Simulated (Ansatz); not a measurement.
Structures of equal composition on the (111) surface of fcc Au: a layer of Nb in place of the second plane; a layer of Nb in place of the third plane. The slabs share one bottom face, and each structure is named by its start. These are constructed structures in small cells; real faces may alloy, dewet or reconstruct in larger ones, and not all known structures of the face are among them. Slabs of about 12 Å with all that they carry, Fermi-Dirac smearing of 0.1 eV. Bottom of the slabs: a bare face, its two planes held. Relaxed from the named starts with such symmetry as they have, on meshes of like density; energies extrapolated to zero smearing; no spin-orbit coupling, no U. Spin-polarised runs, if any, are marked in brackets, and their order is one that fits the cell; the others ran without spin.

The numbers are results of PBE (plane waves to 420 eV, PAW; Ansatz, a program for electronic structure), not measurements.

Problem. Order them by energy per 1x1 cell (lowest first) at the level PBE.

Solution. a layer of Nb in place of the third plane (0.000 eV), a layer of Nb in place of the second plane (0.188 eV)
